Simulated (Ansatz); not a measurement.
Effect of pressure 15 GPa on Pb

The reference is Pb in the fcc (Cu type) structure (space group Fm-3m, No. 225; a = 4.931 Å).

The change: a hydrostatic pressure of 15 GPa.

Level of theory: PBEsol (Ansatz, an electronic-structure program), spin-orbit coupling left out. k-mesh 16×16×16 (Γ-centred); smearing 0.05 eV (Fermi–Dirac).

The volume per atom falls by 5.27 Å³ to 24.71 Å³ and the density increases by 2.45 g/cm³ (11.48 g/cm³ → 13.93 g/cm³). The lattice parameter a drops by 0.308 Å, from 4.931 Å to 4.623 Å and the shortest interatomic distance falls by 0.218 Å (3.487 Å → 3.269 Å). The enthalpy H = E + PV relative to the base's energy is +2.52 eV/atom and the band gap stays zero.

Final structure:

```
Pb
1.0
    0.00000     2.31169     2.31169
    2.31169     0.00000     2.31169
    2.31169     2.31169     0.00000
Pb
1
Direct
  0.00000   0.00000   0.00000
```

Cost of the whole job for the changed cell (relaxation, final SCF and bands): about 10 core-seconds (a rough figure).

Load acts through the strain it causes; cell and atoms are relaxed under it. Stability against distortions was not tested. Measured, Pb leaves this structure (for hcp) near 14 GPa (room temperature; as listed in arXiv:1906.07825).
